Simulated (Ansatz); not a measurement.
GeI2 (P-3m1, No. 164, 3 atoms in the cell; start COD 9009105) was calculated with G0W0@PBEsol in Ansatz (hard PAW, contour deformation).

The same calculation (at a fixed cell, not relaxed at this level and not confirmed as the measured one, 33.433 Å³/atom) with different numerical settings; throughout: k mesh 3×3×2:

```tsv
run	response cutoff (eV)	empty bands	quasiparticle gap on the mesh (eV)	quasiparticle gap at Γ (eV)	rough time
1	100	418	2.637	4.143	90 core-s
2	150	769	2.674	4.171	7 core-min
3	200	1183	2.682	4.177	10 core-min
4	250	1654	2.685	4.180	40 core-min
```

In the column quasiparticle gap on the mesh (eV) the first row differs from the last by -0.048 and the next to last by -0.003.

The last row is no converged limit: other settings stay fixed.

Spin–orbit coupling is not included.

Note: filled d or f shells below the valence bands can shift G0W0 gaps through exchange with them, which wasn't tested here.

Ansatz is a program for electronic structure.
